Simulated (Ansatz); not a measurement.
Functionals compared on the (100) surface of germanium, ideal bulk-terminated 1x1 (bottom of the slab: dihydride, held), in Ansatz (plane waves, PAW). The structure was relaxed with PBE; the other rows are single points on it. Cutoff 420 eV (500 eV for r2SCAN).

Model: 10-atom slab, 11.1 Å thick at the start with caps and adatoms (thin: gaps and levels are the slab's own), 7x7x1 mesh, Fermi-Dirac 0.025 eV, dipole correction, 4 atoms held, the rest relaxed; held to the start's symmetry, so lower structures may exist; no spin (in PBE a spin-polarised start ends no clearly lower), no spin-orbit, no U. The slab shows no gap on its mesh. In PBE it lies 0.63 eV a 1x1 cell over the lowest computed structure of the same composition (c(4x2) alternately buckled dimers). These notes are the PBE run's.

```
functional  work function of the top face (eV)  rough cost of the single point
----------  ----------------------------------  ------------------------------
PBE                                       5.05                               –
r2SCAN                              (withheld)    very roughly 90 core-seconds
```

Problem. Complete the blanks.

Solution. 
- r2SCAN, work function of the top face (eV): 5.29

Ansatz is a first-principles code.
